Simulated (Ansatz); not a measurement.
Base system: AlN in the wurtzite structure (space group P6_3mc, No. 186).

```yaml
crystal:
  lattice:
    - [3.12980, 0.00000, 0.00000]
    - [-1.56490, 2.71049, 0.00000]
    - [0.00000, 0.00000, 5.01733]
  atoms:
    - { symbol: Al, position: [0.66667, 0.33333, 0.00337] }
    - { symbol: Al, position: [0.33333, 0.66667, 0.50337] }
    - { symbol: N, position: [0.66667, 0.33333, 0.62183] }
    - { symbol: N, position: [0.33333, 0.66667, 0.12183] }
```

Calculations: DFT with PBE, PAW potentials and a 420 eV plane-wave cutoff in Ansatz (a program for electronic structure), no SOC, earlier PAW set.

Base values:

| Item | Result |
|---|---|
| Band gap | 4.04 eV |
| c/a ratio | 1.603 |

Now apply this change: a hydrostatic pressure of 15 GPa.

Q: Estimate the effect on the band gap and c/a ratio.

A: The band gap rises by 0.567 eV to 4.60 eV; the c/a ratio falls by 0.008, from 1.603 to 1.595.

Load acts through the strain it causes; cell and atoms are relaxed under it. Whether these cells are dynamically stable was not tested. Measured, AlN leaves this structure (for rock salt) near 14 GPa (temperature not stated; as listed in Datta, Sujoy, Jana, Debnarayan, arXiv (2020)), on rising pressure, with hysteresis.
